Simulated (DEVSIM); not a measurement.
Structure: abrupt GaAs p-n junction, at 300 K.

Layer 1 from the left is GaAs, thickness (μm) 1.90, Na (cm⁻³) 1.5e17, τn (s) 1.9e-9, τp (s) 1.9e-9. Layer 2 from the left is GaAs, thickness (μm) 75.0, Nd (cm⁻³) 6.9e14, τn (s) 1.9e-9, τp (s) 5.7e-8.

Left contact: ohmic. Right contact: ohmic. Voltage is applied to the left contact. Recombination: SRH at mid-gap, radiative, Auger. Mobility is μmin + (μ − μmin)/(1 + (N/Nref)^α).

The device is made up for the run: typed textbook-type constants, with dimensions and the other settings drawn at random. Values at 300 K.

GaAs: gap (eV) 1.424, affinity (eV) 4.07, permittivity 12.9, Nc (cm⁻³) 4.7e17, Nv (cm⁻³) 9e18, μn (cm²/Vs) 8500, μp (cm²/Vs) 400, μn,min 500, μp,min 20, Nref,n 6e16, Nref,p 1.5e17, αn 0.39, αp 0.38, B (cm³/s) 2e-10, Cn (cm⁶/s) 1e-30, Cp (cm⁶/s) 1e-30.

Model (solved in DEVSIM): 1D drift-diffusion, Boltzmann statistics, complete ionisation; no tunnelling, impact ionisation, image-force lowering or self-heating.

**Question.** What does the simulation give for the dark forward voltage at 100 A/cm², the dark forward voltage at 1 A/cm², the largest field in the device at zero bias, the potential step across the device at zero bias?

**Answer.** dark forward voltage at 100 A/cm² 1.659 V; dark forward voltage at 1 A/cm² 1.010 V; largest field in the device at zero bias 23000 V/cm; potential step across the device at zero bias 1.149 V.
